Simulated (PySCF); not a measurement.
PySCF 2.14.0, B3LYP/def2-svp, df: Nb(Cl)3(Me)2 ([CH3][Nb]([CH3])([Cl])([Cl])[Cl]), 12 atoms. The geometry is a generated start, not checked to be a minimum at this level.

```yaml
task: energy
method: b3lyp
basis: def2-svp
two_electron_scheme: density fitting
mol.max_memory: 3000 MB
mf.max_cycle: 100
mf.conv_tol: 1e-09 (default)
mf.grids.level: 3 (default)
effective_core_potentials: those of the basis set, past Kr
basis_functions: 143
grid_points: 166168
```

```xyz
12

Nb     0.0913     0.7558     0.1150
Cl     1.7405     0.1024     1.4607
Cl    -1.6196     0.9201    -1.3128
Cl     0.3614     2.9901     0.4438
C      1.2106    -0.3826    -1.5446
H      0.5378    -0.7255    -2.3345
H      1.7392    -1.2523    -1.1429
H      1.9565     0.2771    -2.0024
C     -1.3169    -0.5181     1.4145
H     -0.7760    -1.1824     2.0933
H     -1.9766    -1.1266     0.7890
H     -1.9483     0.1419     2.0208
```

Charge 0 and multiplicity 1 are set for this test and not shown to be the ground state.

With the defaults (mf.DIIS = CDIIS, mf.diis = true, mf.diis_space = 8, mf.diis_damp = 0, mf.init_guess = minao, mf.level_shift = 0, mf.damp = 0, mf.diis_start_cycle = 1) it converges in 14 Fock builds. One run each on 2 threads, 1 BLAS thread, with these changes:
- mf.diis_damp = 0.3
- mf.diis_space = 12
- mf.init_guess = atom
- mf.DIIS = EDIIS
- mf.init_guess = 1e
- mf.diis = false, mf.damp = 0.7, mf.diis_start_cycle = 999
- mf.level_shift = 0.1 Hartree
- mf.damp = 0.3, mf.diis_start_cycle = 4
- mf.diis = false

Question: Which of these changes keep the SCF from converging, or lead it to another solution?

Answer: No convergence: mf.DIIS = EDIIS; mf.diis = false (the run ends without SCF convergence in 100 cycles). The rest reach the solution of the defaults.

```
setting                                                    Fock builds             end
---------------------------------------------------------  -----------  --------------
the defaults                                                        14   same solution
mf.diis_damp = 0.3                                                  14   same solution
mf.init_guess = atom                                                14   same solution
mf.diis_space = 12                                                  15   same solution
mf.level_shift = 0.1 Hartree                                        15   same solution
mf.init_guess = 1e                                                  19   same solution
mf.damp = 0.3, mf.diis_start_cycle = 4                              19   same solution
mf.diis = false, mf.damp = 0.7, mf.diis_start_cycle = 999           28   same solution
mf.DIIS = EDIIS                                                    101  no convergence
mf.diis = false                                                    101  no convergence
```
